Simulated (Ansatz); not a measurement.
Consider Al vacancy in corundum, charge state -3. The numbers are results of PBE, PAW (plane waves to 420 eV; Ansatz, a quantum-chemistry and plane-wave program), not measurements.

Settings: 120 host sites, the relaxed PBE lattice, the Γ point alone, smearing 0.01 eV, spin-restricted, no image-charge correction. No zero-point or tunnelling terms. The charge state is imposed; whether it is stable for some Fermi level was not computed. Forms of the defect that were not tried may lie lower.

Barriers: single points on a 2×2×2 k-point mesh shifted by half a step along c at the bands' geometries.

Relaxed starting cell (atoms counted from 1):

```yaml
crystal:
  lattice:
    - [9.61750, 0.00000, 0.00000]
    - [-4.80875, 8.32900, 0.00000]
    - [0.00000, 0.00000, 13.12510]
  atoms:
    - { symbol: Al, position: [0.00426, 0.50189, 0.35244] }
    - { symbol: Al, position: [0.49685, 0.99494, 0.35243] }
    - { symbol: Al, position: [0.49730, 0.50236, 0.35244] }
    - { symbol: Al, position: [0.33398, 0.16675, 0.18447] }
    - { symbol: Al, position: [0.33281, 0.66639, 0.19097] }
    - { symbol: Al, position: [0.83247, 0.16724, 0.18449] }
    - { symbol: Al, position: [0.83199, 0.66523, 0.18449] }
    - { symbol: Al, position: [0.15446, 0.31004, 0.31649] }
    - { symbol: Al, position: [0.15483, 0.84476, 0.31649] }
    - { symbol: Al, position: [0.66613, 0.33308, 0.31487] }
    - { symbol: Al, position: [0.68915, 0.84437, 0.31648] }
    - { symbol: Al, position: [0.32835, 0.16296, 0.47738] }
    - { symbol: Al, position: [0.33281, 0.66639, 0.48118] }
    - { symbol: Al, position: [0.83624, 0.16537, 0.47737] }
    - { symbol: Al, position: [0.83382, 0.67086, 0.47738] }
    - { symbol: O, position: [0.34677, 0.99966, 0.24944] }
    - { symbol: O, position: [0.34448, 0.49723, 0.25046] }
    - { symbol: O, position: [0.83784, 0.00126, 0.23978] }
    - { symbol: O, position: [0.84516, 0.49794, 0.24878] }
    - { symbol: O, position: [0.16262, 0.16135, 0.23977] }
    - { symbol: O, position: [0.15196, 0.65471, 0.25046] }
    - { symbol: O, position: [0.65201, 0.15405, 0.24879] }
    - { symbol: O, position: [0.65211, 0.65244, 0.24944] }
    - { symbol: O, position: [0.32033, 0.33285, 0.41662] }
    - { symbol: O, position: [0.32390, 0.83109, 0.41904] }
    - { symbol: O, position: [0.81944, 0.33485, 0.41680] }
    - { symbol: O, position: [0.80274, 0.82034, 0.42119] }
    - { symbol: O, position: [0.16812, 0.49280, 0.41905] }
    - { symbol: O, position: [0.17886, 0.98239, 0.42119] }
    - { symbol: O, position: [0.66433, 0.48457, 0.41678] }
    - { symbol: O, position: [0.66634, 0.98747, 0.41663] }
    - { symbol: O, position: [0.01683, 0.19649, 0.42120] }
    - { symbol: O, position: [0.01174, 0.67888, 0.41662] }
    - { symbol: O, position: [0.51464, 0.17975, 0.41678] }
    - { symbol: O, position: [0.50644, 0.67533, 0.41903] }
    - { symbol: O, position: [0.99953, 0.34711, 0.24947] }
    - { symbol: O, position: [0.99794, 0.83660, 0.23979] }
    - { symbol: O, position: [0.50126, 0.34722, 0.24878] }
    - { symbol: O, position: [0.50196, 0.84724, 0.25047] }
    - { symbol: Al, position: [0.33302, 0.16528, 0.68353] }
    - { symbol: Al, position: [0.33281, 0.66637, 0.68506] }
    - { symbol: Al, position: [0.83389, 0.16769, 0.68354] }
    - { symbol: Al, position: [0.83149, 0.66616, 0.68355] }
    - { symbol: Al, position: [0.16211, 0.33301, 0.51652] }
    - { symbol: Al, position: [0.17009, 0.83706, 0.51650] }
    - { symbol: Al, position: [0.66615, 0.33305, 0.51762] }
    - { symbol: Al, position: [0.66621, 0.82912, 0.51650] }
    - { symbol: Al, position: [0.99947, 0.99971, 0.64445] }
    - { symbol: Al, position: [0.99943, 0.50152, 0.64788] }
    - { symbol: Al, position: [0.50130, 0.99974, 0.64789] }
    - { symbol: Al, position: [0.49769, 0.49787, 0.64788] }
    - { symbol: Al, position: [0.16591, 0.33316, 0.81507] }
    - { symbol: Al, position: [0.16648, 0.83325, 0.81507] }
    - { symbol: Al, position: [0.66612, 0.33304, 0.81496] }
    - { symbol: Al, position: [0.66602, 0.83270, 0.81509] }
    - { symbol: O, position: [0.18084, 0.16728, 0.58448] }
    - { symbol: O, position: [0.18023, 0.66875, 0.58565] }
    - { symbol: O, position: [0.67989, 0.16699, 0.58398] }
    - { symbol: O, position: [0.67711, 0.66381, 0.58766] }
    - { symbol: O, position: [0.48634, 0.31929, 0.58398] }
    - { symbol: O, position: [0.48775, 0.81895, 0.58565] }
    - { symbol: O, position: [0.98593, 0.32207, 0.58768] }
    - { symbol: O, position: [0.98568, 0.81835, 0.58448] }
    - { symbol: O, position: [0.15275, 0.99956, 0.75028] }
    - { symbol: O, position: [0.15300, 0.50085, 0.75144] }
    - { symbol: O, position: [0.65335, 0.00040, 0.75064] }
    - { symbol: O, position: [0.65234, 0.49908, 0.75107] }
    - { symbol: O, position: [0.99961, 0.15313, 0.75027] }
    - { symbol: O, position: [0.99878, 0.65289, 0.75063] }
    - { symbol: O, position: [0.50009, 0.15321, 0.75107] }
    - { symbol: O, position: [0.49833, 0.65211, 0.75144] }
    - { symbol: O, position: [0.34628, 0.34583, 0.75065] }
    - { symbol: O, position: [0.34707, 0.84617, 0.75143] }
    - { symbol: O, position: [0.84596, 0.34683, 0.75108] }
    - { symbol: O, position: [0.84605, 0.84643, 0.75028] }
    - { symbol: O, position: [0.33538, 0.01324, 0.58766] }
    - { symbol: O, position: [0.33044, 0.51142, 0.58566] }
    - { symbol: O, position: [0.83191, 0.01352, 0.58448] }
    - { symbol: O, position: [0.83219, 0.51285, 0.58398] }
    - { symbol: Al, position: [0.16552, 0.33143, 0.02057] }
    - { symbol: Al, position: [0.16516, 0.83366, 0.02059] }
    - { symbol: Al, position: [0.66615, 0.33306, 0.01902] }
    - { symbol: Al, position: [0.66775, 0.83404, 0.02060] }
    - { symbol: Al, position: [0.99947, 0.99970, 0.85084] }
    - { symbol: Al, position: [0.99941, 0.50014, 0.85228] }
    - { symbol: Al, position: [0.49996, 0.99976, 0.85229] }
    - { symbol: Al, position: [0.49902, 0.49921, 0.85228] }
    - { symbol: Al, position: [0.33147, 0.16545, 0.98203] }
    - { symbol: Al, position: [0.33281, 0.66639, 0.98360] }
    - { symbol: Al, position: [0.83371, 0.16595, 0.98203] }
    - { symbol: Al, position: [0.83322, 0.66773, 0.98203] }
    - { symbol: Al, position: [0.99947, 0.99973, 0.16435] }
    - { symbol: Al, position: [0.00082, 0.50070, 0.14949] }
    - { symbol: Al, position: [0.49910, 0.99841, 0.14950] }
    - { symbol: Al, position: [0.49853, 0.50011, 0.14949] }
    - { symbol: O, position: [0.01279, 0.33354, 0.91614] }
    - { symbol: O, position: [0.01324, 0.83311, 0.91553] }
    - { symbol: O, position: [0.51277, 0.33210, 0.91616] }
    - { symbol: O, position: [0.51263, 0.83241, 0.91653] }
    - { symbol: O, position: [0.31901, 0.48656, 0.91653] }
    - { symbol: O, position: [0.31999, 0.98639, 0.91614] }
    - { symbol: O, position: [0.81856, 0.48642, 0.91615] }
    - { symbol: O, position: [0.81910, 0.98594, 0.91554] }
    - { symbol: O, position: [0.48698, 0.16619, 0.08255] }
    - { symbol: O, position: [0.48606, 0.66698, 0.08333] }
    - { symbol: O, position: [0.98488, 0.16697, 0.08119] }
    - { symbol: O, position: [0.98488, 0.66139, 0.07894] }
    - { symbol: O, position: [0.33784, 0.32345, 0.07893] }
    - { symbol: O, position: [0.33222, 0.81904, 0.08334] }
    - { symbol: O, position: [0.83300, 0.32076, 0.08255] }
    - { symbol: O, position: [0.83223, 0.81788, 0.08117] }
    - { symbol: O, position: [0.18132, 0.01431, 0.08117] }
    - { symbol: O, position: [0.18015, 0.51313, 0.08333] }
    - { symbol: O, position: [0.67574, 0.01433, 0.07894] }
    - { symbol: O, position: [0.67845, 0.51222, 0.08254] }
    - { symbol: O, position: [0.16607, 0.18008, 0.91554] }
    - { symbol: O, position: [0.16677, 0.68016, 0.91652] }
    - { symbol: O, position: [0.66708, 0.18062, 0.91616] }
    - { symbol: O, position: [0.66562, 0.67919, 0.91615] }
```
Cell charge -3.

End state 1 differs by these moves (Å; atoms that move under 0.08 Å are left out):

```csv
atom,element,Δx,Δy,Δz
1,Al,0.13,-0.12,-0.02
3,Al,-0.13,-0.12,-0.02
4,Al,-0.05,0.01,0.07
8,Al,0.00,-2.39,0.45
9,Al,0.13,-0.12,-0.02
11,Al,-0.13,-0.12,-0.02
14,Al,-0.05,0.01,0.07
17,O,0.10,0.13,-0.06
18,O,0.08,-0.01,0.14
20,O,-0.01,-0.21,0.08
24,O,0.08,-0.01,0.14
27,O,0.10,0.13,-0.06
28,O,-0.02,0.03,0.11
29,O,-0.14,0.03,-0.05
32,O,-0.01,-0.21,0.08
36,O,-0.14,0.03,-0.05
37,O,-0.02,0.03,0.11
44,Al,0.04,0.00,-0.18
92,Al,0.04,0.00,-0.18
```

### Question
What forward and backward barriers to end state 1 does PBE, PAW give?

### Answer
forward 1.49 eV, backward 1.49 eV; at the saddle point atom 8 has neighbours O at 1.66, O at 1.68, O at 1.86 Å. The saddle point's order was not checked.

End state 2 differs by these moves (Å; atoms that move under 0.08 Å are left out):

```
atom  element     Δx     Δy     Δz
----  -------  -----  -----  -----
4          Al  -0.17  -0.10  -0.01
6          Al   0.17  -0.10  -0.01
7          Al   0.00   0.20  -0.01
8          Al   0.00   0.20  -0.01
9          Al   0.17  -0.10  -0.01
11         Al  -0.17  -0.10  -0.01
18          O   0.00  -0.03   0.27
20          O  -0.02   0.01   0.27
27          O   0.08   0.10  -0.03
29          O  -0.13   0.02  -0.03
32          O   0.05  -0.12  -0.03
37          O   0.02   0.01   0.27
92         Al   0.00   0.00   2.25
106         O  -0.08   0.10  -0.03
111         O  -0.05  -0.12  -0.03
112         O   0.13   0.02  -0.03
```

### Question
What is the computed forward and backward barriers to end state 2 (PBE, PAW)?

### Answer
forward 1.76 eV, backward 1.76 eV; at the saddle point atom 92 has neighbours 3 O at 1.69 Å. The saddle point's order was not checked, and it lies on a symmetry element of the cell, where a band can be held.
